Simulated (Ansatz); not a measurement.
Base system: Nb in the bcc (W type) structure (space group Im-3m, No. 229; a = 3.273 Å; relaxed with 0.1 eV smearing). Axes: x, y, z lie along the cube axes.

Calculations: PBEsol/PAW in Ansatz (a program for electronic structure), without spin-orbit coupling, earlier PAW set.

Base values:

```
Quantity                        Result
-----------------------------  -------
Shortest interatomic distance  2.834 Å
```

Modification: strain tensor (xx, yy, zz, yz, xz, xy) = (−0.92, +0.42, +0.05, −1.16, −0.05, −1.24) %, atoms relaxed at fixed cell.

**Question.** What happens to the shortest interatomic distance and stress?

**Answer.** The shortest interatomic distance drops by 0.050 Å, from 2.834 Å to 2.784 Å; the stress (xx, yy, zz, yz, xz, xy; compression positive) is (1.9, 0.2, 0.7, 0.4, -0.1, 0.3) GPa.

No phonon test of stability was made. The final runs are not spin-polarised.
